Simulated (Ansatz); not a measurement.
Si (diamond structure), cut as (111) film, 8 layers, ended by OH; geometry relaxed with PBE. The in-plane lattice is held at the bulk value. With PBE (Ansatz, a program for electronic structure) the gap on the k-mesh of the run is 0.80 eV. k-points: Γ-centred 8×8×1 mesh; occupations: Fermi-Dirac, 0.020 eV; spin polarisation not allowed. Spin-orbit coupling is left out.

Task: What gap does HSE06 run with Ansatz give on the same geometry and mesh?

Result: 1.40 eV, wider by 0.60 eV.
